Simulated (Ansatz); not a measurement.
Amorphous Si$_{24}$O$_{48}$La, 73 atoms at 2.37 g/cm³, one PBE-relaxed geometry, zone centre. Methods: PBE, scalar-relativistic without spin-orbit coupling (Ansatz, a quantum-chemistry and plane-wave program); r2SCAN, scalar-relativistic without spin-orbit coupling (Ansatz); HSE06, scalar-relativistic without spin-orbit coupling (Ansatz). Plane waves to 420 eV (r2SCAN 500 eV); exact exchange is cut at the cell's faces. The usual formal charges leave 3 electrons over, so the level spacing at the Fermi energy parts defect or band states and needn't be the band gap. In the spin-polarised cell the level spacing at the Fermi energy can part levels of unlike spin. At PBE the levels at both edges of the gap are localised (band-tail or defect states), and the nearest spread-out levels lie 5.6 eV apart at the zone centre.

It comes from a melt-quench run on a machine-learned potential (CHGNet), relaxed afterwards by DFT. O atoms were pushed apart under 1.9 Å during the dynamics, to hinder bonds among them. The hot cell started wider than the set density and was brought back towards it in steps. It is the lowest in DFT energy of 2 quenches. It is a model cell: composition and starting density were chosen by hand, and all elements were melted together. No dispersion term was used. Its density started from a set value of 2.37 and ended at 2.37 g/cm³. The simulated quench (nominally 400 K/ps over its main leg) is rapid and tends to freeze in more defects than a deposited or slowly cooled glass has. Values belong to this one cell and scatter from quench to quench. The volume was held where the preparation left it, at a PBE pressure of 1.0 GPa. Stress components on the final sampling reach 2.2 GPa. Cycles of charging lowered its energy after that relaxation.

The relaxation ran on the zone centre alone. At PBE the level spacing at the Fermi energy is 1.48 eV on a 2×2×2 Γ-centred mesh, and the spacing at the zone centre alone 1.51 eV.

Question: What zone-centre spacing does r2SCAN give, roughly?

Answer: 2.32 eV (+0.81 eV against PBE).

Question: What zone-centre spacing does HSE06 give, roughly?

Answer: 2.92 eV (+1.41 eV against PBE).

The highest filled and the lowest empty state spread over these numbers of atoms (participation numbers): PBE: 4.6 and 4.5; r2SCAN: 5.2 and 4.6; HSE06: 4.7 and 4.4.
